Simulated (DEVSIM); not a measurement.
# abrupt Ge n-p junction

Device: abrupt Ge n-p junction, at 300 K.

| layer (left to right) | material | thickness (μm) | Nd (cm⁻³) | Na (cm⁻³) | τn (s) | τp (s) |
|---|---|---|---|---|---|---|
| 1 | Ge | 0.360 | 5.5e17 | - | 4.7e-7 | 4.7e-7 |
| 2 | Ge | 37.0 | - | 8.4e15 | 4.7e-7 | 4.7e-7 |

Left contact: ohmic. Right contact: ohmic. Voltage is applied to the left contact. Recombination: SRH at mid-gap, radiative. Mobility is constant in doping.

This is a model device: material constants are rounded textbook-type values typed into the input, and sizes, dopings and lifetimes were drawn at random. Values at 300 K.

| parameter | Ge |
|---|---|
| gap (eV) | 0.664 |
| affinity (eV) | 4 |
| permittivity | 16 |
| Nc (cm⁻³) | 1.04e19 |
| Nv (cm⁻³) | 6e18 |
| μn (cm²/Vs) | 3900 |
| μp (cm²/Vs) | 1900 |
| B (cm³/s) | 6.4e-14 |

Model (solved in DEVSIM): 1D drift-diffusion, Boltzmann statistics, complete ionisation; no tunnelling, impact ionisation, image-force lowering or self-heating.

The potential step across the device at zero bias is 0.418 V, the largest field in the device at zero bias comes out as 41000 V/cm and the dark forward voltage at 1 A/cm² is 0.201 V. The dark forward voltage at 100 A/cm² comes out as 0.360 V.

Dark forward current:

```json
[
 {"V (V)": "-0.05", "J (A/cm²)": "-0.0026"},
 {"V (V)": "-0.10", "J (A/cm²)": "-0.020"},
 {"V (V)": "-0.15", "J (A/cm²)": "-0.14"},
 {"V (V)": "-0.20", "J (A/cm²)": "-0.95"},
 {"V (V)": "-0.25", "J (A/cm²)": "-5.9"},
 {"V (V)": "-0.30", "J (A/cm²)": "-27"},
 {"V (V)": "-0.35", "J (A/cm²)": "-84"},
 {"V (V)": "-0.40", "J (A/cm²)": "-190"},
 {"V (V)": "-0.45", "J (A/cm²)": "-360"},
 {"V (V)": "-0.50", "J (A/cm²)": "-590"},
 {"V (V)": "-0.55", "J (A/cm²)": "-900"},
 {"V (V)": "-0.60", "J (A/cm²)": "-1300"},
 {"V (V)": "-0.65", "J (A/cm²)": "-1700"},
 {"V (V)": "-0.70", "J (A/cm²)": "-2200"}
]
```
